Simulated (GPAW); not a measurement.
# Zone-centre phonon calculation of CdSe (F-43m, 2 atoms in the cell) at several settings

```
CELL_PARAMETERS angstrom
      0.00000     3.07027     3.07027
      3.07027     0.00000     3.07027
      3.07027     3.07027     0.00000
ATOMIC_POSITIONS crystal
  Cd 0.00000 0.00000 0.00000
  Se 0.75000 0.75000 0.75000
```

Base: revPBE, GPAW PAW datasets revPBE (gpaw-data 1.0.1) (GPAW). Its settings: mode = pw; ecut = 550 eV; xc = revPBE; kpts = 5 5 5; mesh shift (steps) = 0 0 0; occupations.name = fermi-dirac; occupations.width = 0.05 eV; nbands = -8; convergence.density = 1e-05 e/electron; convergence.bands = -6; symmetry.symmorphic = false; symmetry.tolerance = 0.0005; maxiter = 120. Starting volume 28.94 Å³ per atom.

Each line gives the change from the base single point and the result:

- symmetry.symmorphic: false → default; symmetry.tolerance: 0.0005 → default; symmetry.point_group: default → false; displacement: default → 0.02 Å: pressure 2.46 GPa; zone-centre frequencies (cm⁻¹; negative means imaginary) -1, 2, 6, 163, 163, 163.
- xc: revPBE → LDA; occupations.width: 0.05 eV → 0 eV; symmetry.symmorphic: false → default; symmetry.tolerance: 0.0005 → default; symmetry.point_group: default → false; displacement: default → 0.02 Å; potentials: GPAW PAW datasets LDA (gpaw-data 1.0.1) [DFT LDA (Perdew-Wang 92), plane waves, GPAW PAW datasets LDA (gpaw-data 1.0.1)]: pressure -3.45 GPa; zone-centre frequencies (cm⁻¹; negative means imaginary) -4, -2, 3, 154, 154, 154.
- ecut: 550 eV → 385 eV; symmetry.symmorphic: false → default; symmetry.tolerance: 0.0005 → default; symmetry.point_group: default → false; displacement: default → 0.02 Å: zone-centre frequencies (cm⁻¹; negative means imaginary) -2, 2, 5, 163, 163, 163.

The starting cell comes from a database of computed structures (which also holds hypothetical and non-ambient phases and stackings), without a prior relaxation at this level.

Frequencies and response belong to this unrelaxed cell, and polar modes hold no LO-TO splitting.
